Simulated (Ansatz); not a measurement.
AuAl (Pm-3m, No. 221, 2 atoms in the cell; start mp-10871), treated with PBEsol (PAW; Ansatz, a first-principles code).

Settings: plane-wave cutoff 520 eV, 18×18×18 k mesh, Fermi–Dirac smearing 0.05 eV, scalar-relativistic PAW data made under PBE.

Cell (relaxed at this level):

```
AlAu
1.0
    3.17750     0.00000     0.00000
    0.00000     3.17750     0.00000
    0.00000     0.00000     3.17750
Al Au
1 1
Direct
  0.00000   0.00000   0.00000
  0.50000   0.50000   0.50000
```

What does this level give for the bulk modulus B0?


- bulk modulus B0: 129 GPa

The run finds no gap.

Note: the bulk modulus is −V dP/dV from two relaxed cells at ±2 % in volume; the relaxation could not lower the start's symmetry, so the cell can be a saddle point above a distorted one.

Spin–orbit coupling is not included; it can shift volumes and moduli of such heavy elements.

The computed numbers hold no vibrational or temperature effects.

The result took very roughly 28 core-seconds.

A start named mp-… is a Materials Project structure, which need not be a measured phase.
